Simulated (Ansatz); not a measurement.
ZrMo (model structure, within 0.1 Å of Pm-3m, No. 221, 4 atoms in the cell) was calculated with PBE in Ansatz (PAW).

Numerical settings: plane-wave cutoff 520 eV, 12×18×12 k mesh (along the axes of the cell as run), Fermi–Dirac smearing 0.05 eV, no spin polarisation, scalar-relativistic PAW data made under PBE.

Cell (relaxed at this level):

```
CELL_PARAMETERS angstrom
      4.72520     0.00000     0.00000
      0.00000     3.34338     0.00000
      0.00000     0.00000     4.72514
ATOMIC_POSITIONS crystal
  Mo 0.25000 0.00000 0.75004
  Mo 0.75000 0.00000 0.24996
  Zr 0.25000 0.50000 0.25000
  Zr 0.75000 0.50000 0.75000
```

Problem. Predict the bulk modulus.

Solution. 
* **bulk modulus**: 150 GPa

Note: the run has no spin polarisation, so it can have missed a magnetic state; the bulk modulus is −V dP/dV from two relaxed cells at ±2 % in volume.

Computed values are for the static lattice.

It cost about 13 core-minutes (a rough figure) of CPU time.

A model structure was made by putting elements into a prototype or built by hand; it is no filed structure, need not be a known phase, and can be a saddle point held by its symmetry.

Ansatz is a first-principles code.
